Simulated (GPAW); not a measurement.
GPAW run on CaNi2 (Fd-3m, 6 atoms in the cell): self-consistent single point.

Computed with PBEsol, GPAW PAW datasets PBEsol (made by gpaw-setup) (plane waves; GPAW 25.7.0).

The change in words: lattice scaled by 0.98. Reference geometry:
```
CELL_PARAMETERS angstrom
      0.00000     3.49996     3.49996
      3.49996     0.00000     3.49996
      3.49996     3.49996     0.00000
ATOMIC_POSITIONS crystal
  Ca 0.00000 0.00000 0.00000
  Ca 0.25000 0.25000 0.25000
  Ni 0.62500 0.62500 0.62500
  Ni 0.12500 0.62500 0.62500
  Ni 0.62500 0.62500 0.12500
  Ni 0.62500 0.12500 0.62500
```

Reference input (self-consistent single point, DFT PBEsol, plane waves, GPAW PAW datasets PBEsol (made by gpaw-setup)): mode = pw; ecut = 850 eV; xc = PBEsol; kpts = 6 6 6; mesh shift (steps) = 0 0 0; occupations.name = fermi-dirac; occupations.width = 0.1 eV; nbands = -10; convergence.density = 1e-05 e/electron; convergence.energy = 1e-05 eV/electron; symmetry.symmorphic = false; symmetry.tolerance = 0.0005. This run's input differs from it in these lines:

```diff
@@ -5,5 +5,5 @@
 atoms = Atoms(['Ca', 'Ca', 'Ni', 'Ni', 'Ni', 'Ni'],
-              cell=[[0.000000, 3.499962, 3.499962],
-                    [3.499962, 0.000000, 3.499962],
-                    [3.499962, 3.499962, 0.000000]],
+              cell=[[0.000000, 3.429963, 3.429963],
+                    [3.429963, 0.000000, 3.429963],
+                    [3.429963, 3.429963, 0.000000]],
               scaled_positions=[[0.000000, 0.000000, 0.000000],
```

Log, with long lists cut:

```
     iter     time        total  log10-change:
                         energy   eigst   dens
iter:   1 --:--:--   -36.630183
iter:   2 --:--:--   -36.752370   +0.01  -1.56
iter:   3 --:--:--   -36.770594   -0.56  -1.73
iter:   4 --:--:--   -37.111487   -0.83  -1.81
iter:   5 --:--:--   -37.106619   -1.47  -2.00
   [... 2 lines left out ...]
iter:   8 --:--:--   -37.064396   -3.07  -2.69
iter:   9 --:--:--   -37.064965   -3.80  -2.92
iter:  10 --:--:--   -37.064004   -3.93  -2.87
iter:  11 --:--:--   -37.064014   -4.40  -3.61
iter:  12 --:--:--   -37.063997c  -4.74  -3.87
iter:  13 --:--:--   -37.063868c  -4.96  -3.87
iter:  14 --:--:--   -37.063858c  -5.23  -4.14
iter:  15 --:--:--   -37.063886c  -5.48  -4.22
iter:  16 --:--:--   -37.063838c  -5.71  -4.19
   [... 2 lines left out ...]
iter:  19 --:--:--   -37.063875c  -6.41  -4.65
iter:  20 --:--:--   -37.063879c  -6.68  -4.79
iter:  21 --:--:--   -37.063862c  -6.85  -4.79
iter:  22 --:--:--   -37.063876c  -7.12  -4.87
iter:  23 --:--:--   -37.063880c  -7.35  -5.28c
iter:  24 --:--:--   -37.063883c  -7.56c -5.39c
Converged after 24 iterations.

Dipole moment: (-8.326206, -8.326206, -8.326206) |e|*Ang

Energy contributions relative to reference atoms: (reference = -202305.460479)

Kinetic:        +40.339130
Potential:      -18.673811
External:        +0.000000
XC:             -57.587846
Entropy (-ST):   -0.147830
Local:           -1.067441
SIC:             +0.000000
--------------------------
Free energy:    -37.137798
Extrapolated:   -37.063883

Showing only first 2 kpts
 Kpt  Band  Eigenvalues  Occupancy
  0    40      8.74439    0.23117
  0    41      8.82258    0.11284
  0    42      8.82258    0.11284
  0    43      9.10566    0.00703

  1    40      8.20293    1.93413
  1    41      8.22890    1.91542
  1    42      8.86241    0.07720
  1    43      9.46558    0.00019

Fermi level: 8.54090

No gap
   [... lines left out ...]
  0 Ca    0.00000   -0.00000   -0.00000
  1 Ca    0.00000    0.00000    0.00000
  2 Ni   -0.00000   -0.00000   -0.00000
  3 Ni    0.00000    0.00000    0.00000
  4 Ni    0.00000    0.00000   -0.00000
  5 Ni    0.00000    0.00000    0.00000

Stress tensor:
    -0.081788    -0.000000     0.000000
    -0.000000    -0.081788     0.000000
     0.000000     0.000000    -0.081788
Stress (GPa, Voigt): [-13.1039 -13.1039 -13.1039   0.       0.      -0.    ]
```

The run converged in 24 iterations. GPAW prints stress with tension positive. Against the reference run the free energy goes up by 44.9 meV/atom and the pressure goes from 4.45 to 13.10 GPa.

The starting cell comes from a database of computed structures (which also holds hypothetical and non-ambient phases and stackings), without a prior relaxation at this level. Its lattice was rescaled by a random factor within 2.5 % of one. For this run, on top of that: lattice scaled by 0.98. Spin polarisation is off. With a pressure of about 13 GPa the cell is away from its equilibrium volume at this level.

Cost on one core of a shared machine: roughly 90 s.
